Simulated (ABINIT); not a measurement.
Input and output of a self-consistent single point for HgTe (P3_221, 6 atoms in the cell) (ABINIT).

Method: PBEsol, norm-conserving pseudopotentials (PseudoDojo nc-sr-04 PBEsol standard) (plane waves; ABINIT).

The change in words: lattice scaled by 0.98. Reference geometry:
```
CELL_PARAMETERS angstrom
      4.58273     0.00000     0.00000
     -2.29136     3.96876     0.00000
      0.00000     0.00000    10.22898
ATOMIC_POSITIONS crystal
  Hg 0.68832 0.68832 0.00000
  Hg 0.31168 0.00000 0.66667
  Hg 0.00000 0.31168 0.33333
  Te 0.51372 0.51372 0.50000
  Te 0.48628 0.00000 0.16667
  Te 0.00000 0.48628 0.83333
```

Reference input (self-consistent single point, DFT, PBEsol, plane waves, norm-conserving pseudopotentials (PseudoDojo nc-sr-04 PBEsol standard)): pseudos = [Hg.upf, Te.upf]; ecut = 41 Ha; occopt = 3; tsmear = 0.01 eV; ngkpt = 5 5 2; nshiftk = 1; shiftk = 0 0 0; potentials = PseudoDojo nc-sr-04 PBEsol standard; nband = 67; kptopt = 1; nstep = 100; tolvrs = 1e-10. This run's input differs from it in these lines:

```diff
@@ -5,5 +5,5 @@
 rprim
-         8.6601009692   -0.0000000338    0.0000000000
-        -4.3300504553    7.4998674555    0.0000000000
-         0.0000000000    0.0000000000   19.3299745137
+         8.4868987304    0.0000002973    0.0000000000
+        -4.2434496227    7.3498697512    0.0000000000
+         0.0000000000    0.0000000000   18.9433743432
 natom 6
```

Log, with long lists cut:

```
--- !BeginCycle
solver: {iscf: 7, nstep: 100, nline: 4, wfoptalg: 0, }
tolerances: {tolvrs: 1.00E-10, }
...

     iter   Etot(hartree)      deltaE(h)  residm     vres2
 ETOT  1  -812.18885553422    -8.122E+02 6.678E-01 8.412E+02
 ETOT  2  -813.43252306305    -1.244E+00 1.314E-02 4.446E+02
 ETOT  3  -813.49310810160    -6.059E-02 3.380E-03 5.781E+00
 ETOT  4  -813.49368092162    -5.728E-04 2.402E-03 9.818E-01
 ETOT  5  -813.49380982071    -1.289E-04 1.956E-03 6.725E-03
   [... 3 lines left out ...]
 ETOT  9  -813.49381043276    -9.285E-10 3.631E-04 2.177E-07
 ETOT 10  -813.49381043278    -1.876E-11 6.297E-04 2.056E-08
 ETOT 11  -813.49381043278    -9.095E-12 3.836E-04 1.622E-09
 ETOT 12  -813.49381043278     3.297E-12 6.936E-04 6.463E-11
 At SCF step   12       vres2   =  6.46E-11 < tolvrs=  1.00E-10 =>converged.

 Cartesian components of stress tensor (hartree/bohr^3)
  sigma(1 1)= -1.28414963E-04  sigma(3 2)=  0.00000000E+00
  sigma(2 2)= -1.28414963E-04  sigma(3 1)=  0.00000000E+00
  sigma(3 3)= -1.59146657E-04  sigma(2 1)=  6.46619267E-14

 ----iterations are completed or convergence reached----

 reduced coordinates (array xred) for    6 atoms
       0.688320000000      0.688320000000      0.000000000000
       0.311680000000      0.000000000000      0.666666666667
       0.000000000000      0.311680000000      0.333333333333
       0.513720000000      0.513720000000      0.500000000000
       0.486280000000      0.000000000000      0.166666666667
       0.000000000000      0.486280000000      0.833333333333
 cartesian forces (eV/Angstrom) at end:
   [... lines left out ...]
 Fermi (or HOMO) energy (hartree) =   0.24703   Average Vxc (hartree)=  -0.38445
 Fermi (or HOMO) energy (eV) =   6.72213   Average Vxc (eV)= -10.46137
   [... lines left out ...]
total_energy        : -8.13493810432782E+02
total_energy_eV     : -2.21362923434205E+04
band_energy         : -9.54888187256203E+01
...

-Cartesian components of stress tensor (GPa)         [Pressure=  4.0795E+00 GPa]
- sigma(1 1)= -3.77809801E+00  sigma(3 2)=  0.00000000E+00
- sigma(2 2)= -3.77809801E+00  sigma(3 1)=  0.00000000E+00
- sigma(3 3)= -4.68225552E+00  sigma(2 1)=  1.90241924E-09

 Calculation completed.
```

The run converged in 12 iterations. Against the reference run the free energy rises by 25.4 meV/atom, the pressure goes from 0.57 to 4.08 GPa, the largest force goes from 0.338 to 0.852 eV/Å and the gap on the mesh goes from 0.728 to 0.850 eV.

The starting cell comes from a database of computed structures (which also holds hypothetical and non-ambient phases and stackings), without a prior relaxation at this level. Its lattice was rescaled by a random factor within 2.5 % of one. For this run, on top of that: lattice scaled by 0.98. Spin-orbit coupling is off. With a pressure of about 4 GPa the cell is away from its equilibrium volume at this level.

Cost on one core of a shared machine: roughly 8 min.
